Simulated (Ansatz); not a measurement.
# Hf: strain tensor (xx, yy, zz, yz, xz, xy) = (+0.57, +0.37, −0.11, −0.47, −0.59, +0.36) %

Base system: Hf in the hcp (Mg type) structure (space group P6_3/mmc, No. 194; a = 3.198 Å, c = 5.049 Å; relaxed with 0.1 eV smearing). Axes: x lies along a and z along c of the hexagonal cell.

One thing is altered: the symmetric strain tensor [0.0057 0.0036 -0.0058; 0.0036 0.0037 -0.0047; -0.0058 -0.0047 -0.0011], atoms relaxed at fixed cell.

Computed with Ansatz (a quantum-chemistry and plane-wave program) r2SCAN, scalar-relativistic without spin-orbit coupling. Γ-centred 21×21×12 mesh, Fermi–Dirac width 0.1 eV.

The volume per atom increases by 0.184 Å³, from 22.36 Å³ to 22.55 Å³ and the space group becomes P-1 (No. 2) (base: P6_3/mmc (No. 194)). The shortest interatomic distance drops by 0.0214 Å, from 3.128 Å to 3.106 Å and the energy goes up by 1.9 meV/atom. The pressure (mean of the normal stresses, compression positive) goes from zero to -0.9 GPa and the band gap is still zero. The stress (xx, yy, zz, yz, xz, xy; compression positive) is (-1.3, -1.0, -0.4, 0.5, 0.7, -0.4) GPa.

Final structure:

```xyz
2
Lattice="3.2165 0.0114 -0.0187 -1.5984 2.7744 -0.0037 -0.0295 -0.0237 5.0433" Properties=species:S:1:pos:R:3 pbc="T T T"
Hf    -0.0206     1.8341     3.7737
Hf     1.6092     0.9279     1.2472
```

Stability against distortions was not tested. The final runs are not spin-polarised.
